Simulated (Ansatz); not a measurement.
Consider ZnCu in the CsCl type structure (space group Pm-3m, No. 221; a = 2.964 Å; relaxed with 0.1 eV smearing). Axes: x, y, z lie along the cube axes.

All numbers come from plane-wave PAW DFT at the PBE level (Ansatz, an electronic-structure program, 420 eV), without spin-orbit coupling.

One thing is altered: every lattice vector is stretched by 1.50 %; the atoms relax in the strained cell.

Task: Predict the stress tensor and what it implies for the stiffness.

Result: Stress of the strained cell less that of the base (GPa, compression positive):
```
   -4.6     0.0     0.0
    0.0    -4.6     0.0
    0.0     0.0    -4.6
```

Then B = −ΔP/(ΔV/V₀) with ΔV/V₀ = 0.0457 gives secant stiffness values (nonlinear terms included at this strain): B ≈ 100 GPa.

As a check, the harmonic strain energy −½ V₀ Δσ:ε is 8.4 meV/atom; the computed energy rise is 8.9 meV/atom.

Whether these cells are dynamically stable was not tested. All final runs are without spin polarisation.
